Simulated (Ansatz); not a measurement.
Base system: Cu3N (space group Pm-3m, No. 221).

```
Cu3N
1.0
    3.76478     0.00000     0.00000
    0.00000     3.76478     0.00000
    0.00000     0.00000     3.76478
N Cu
1 3
Direct
  0.00000   0.00000   0.00000
  0.50000   0.00000   0.00000
  0.00000   0.00000   0.50000
  0.00000   0.50000   0.00000
```

Cartesian axes are those of the cell as printed.

Level of theory: Kohn–Sham DFT with the PBEsol functional, run in Ansatz (an electronic-structure program) with PAW and 420 eV plane waves, spin-orbit coupling left out, earlier PAW set.

Base values:

| Item | Result |
|---|---|
| Pressure | 0.0 GPa |
| Volume per atom | 13.34 Å³ |

Modification: biaxial strain −0.62 %, plane normal [111], relaxed out of plane (Cartesian); in-plane vectors clamped, the third vector and the atoms free.

Q: How does this affect the energy relative to the base, pressure and volume per atom?

A: The energy goes up by 0.3 meV/atom; the pressure (mean of the normal stresses, compression positive) goes from zero to 0.4 GPa; the volume per atom shrinks by 0.04 Å³, from 13.34 Å³ to 13.30 Å³.

No phonon test of stability was made. The final runs are not spin-polarised. Gaps under 0.05 eV, about the width of the smearing, are given as zero.
